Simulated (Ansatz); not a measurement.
Reference: monolayer PbI$_{2}$, PBE, rigid bands (plane waves, PAW, scalar-relativistic; Ansatz, a program for electronic structure); axes and stresses refer to this cell.

```
CELL_PARAMETERS angstrom
      4.67001     0.00000     0.00000
     -2.33501     4.04435     0.00000
      0.00000     0.00000    19.74220
ATOMIC_POSITIONS crystal
  Pb 0.00000 0.00000 0.50000
  I  0.33333 0.66667 0.59427
  I  0.66667 0.33333 0.40573
```

The electron conductivity mass comes out as 0.30 mₑ, the hole conductivity mass comes out as 1.53 mₑ and the band gap is 2.52 eV.

### Question
Change: biaxial strain +1 % with spin-orbit coupling. What happens to electron conductivity mass, hole conductivity mass, band gap?

### Answer
electron conductivity mass increases to 0.35 mₑ; hole conductivity mass increases to 2.2 mₑ; band gap falls to 1.74 eV.

### Question
Change: biaxial strain +2 % with spin-orbit coupling. What happens to electron conductivity mass, hole conductivity mass, band gap?

### Answer
electron conductivity mass increases to 0.35 mₑ; hole conductivity mass rises to 2.4 mₑ; band gap drops to 1.72 eV.

### Question
Change: biaxial strain +3 % with spin-orbit coupling. What happens to electron conductivity mass, hole conductivity mass, band gap?

### Answer
electron conductivity mass grows to 0.36 mₑ; hole conductivity mass grows to 2.6 mₑ; band gap decreases to 1.70 eV.

### Question
Change: biaxial strain +5 % with spin-orbit coupling. What happens to electron conductivity mass, hole conductivity mass, band gap?

### Answer
electron conductivity mass rises to 0.37 mₑ; hole conductivity mass increases to 2.6 mₑ; band gap shrinks to 1.60 eV.

### Question
Change: biaxial strain -1 % with spin-orbit coupling. What happens to electron conductivity mass, hole conductivity mass, band gap?

### Answer
electron conductivity mass rises to 0.35 mₑ; hole conductivity mass rises to 1.86 mₑ; band gap shrinks to 1.79 eV.

### Question
Change: biaxial strain -2 % with spin-orbit coupling. What happens to electron conductivity mass, hole conductivity mass, band gap?

### Answer
electron conductivity mass grows to 0.36 mₑ; hole conductivity mass increases to 1.73 mₑ; band gap decreases to 1.81 eV.

Masses are for dilute carriers at 300 K, harmonic means over directions unless an axis is named. Spin-orbit coupling is left out unless a row names it; without it the gap and masses of crystals with these elements can be far off. The structure type is held under load, also where the real crystal would transform.
